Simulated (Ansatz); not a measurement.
For PdBi2 (model structure, started from the PtBi2 type, P31m, No. 157, 9 atoms in the cell), LDA (Ansatz, a program for electronic structure, plane waves, PAW) gives:

```
Quantity                               Value
------------------------------  ------------
equilibrium lattice constant a       6.514 Å
c axis length                        5.970 Å
cohesive energy                 4.24 eV/atom
```

**Question.** What does r²SCAN (plane waves, PAW; Ansatz) give for the same quantities?

**Answer.** 
- lattice constant a: 6.633 Å (goes up by 1.8 %)
- lattice parameter c: 6.165 Å (increases by 3.3 %)
- cohesive energy: 3.06 eV/atom (decreases by 1.18 eV/atom)

Changes are worked out from the printed values.

Unless a cell is named, each level is at its own relaxed cell (LDA 24.38, r²SCAN 26.10 Å³/atom).

Levels without +SOC leave out spin–orbit coupling, which shifts energies and cells of such heavy elements.

The crystal itself was run without spin with LDA, r²SCAN; a magnetic state was not tried in these runs.

Ansatz's density-functional and Hartree–Fock values are scalar-relativistic unless marked +SOC, with PAW data made under PBE.

A model structure was made by putting elements into a prototype or built by hand; it is no filed structure, need not be a known phase, and can be a saddle point held by its symmetry.
